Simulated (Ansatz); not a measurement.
Consider ZnSe in the zinc blende structure (space group F-43m, No. 216; a = 5.6661 Å). Axes: x, y, z lie along the cube axes.

Modification: the cell is compressed by 3.34 % along z with no lateral relaxation; the atoms relax in the strained cell.

Levels (all Ansatz, an electronic-structure program, PAW, earlier PAW set): r2SCAN (500 eV, scalar-relativistic without spin-orbit coupling); HSE06 (420 eV, no spin-orbit coupling); HSE06+SOC (420 eV, with spin-orbit coupling).

One geometry, relaxed with r2SCAN, under each level:

The valence-band top lists the three highest levels at Γ (Kramers pairs under SOC), from the VBM.

```csv
level,band gap,lowest conduction level above the VBM at special points,valence-band top at Γ
r2SCAN,1.92 eV,Γ 1.92 eV; N 3.02 eV; M 3.07 eV,"0.00, -0.12, -0.12 eV"
HSE06,(withheld),(withheld),–
HSE06+SOC,2.37 eV,Γ 2.37 eV; N 3.51 eV; M 3.47 eV,"0.00, -0.09, -0.49 eV"
```

Q: Give the withheld HSE06 results.

A: 
- HSE06, band gap: 2.48 eV
- HSE06, lowest conduction level above the VBM at special points: Γ 2.48 eV; N 3.62 eV; M 3.58 eV

Single points use the geometry relaxed with r2SCAN. Differences between runs with and without spin-orbit coupling are approximate. Stability against distortions was not tested. k-point labels follow each cell's own Brillouin zone.
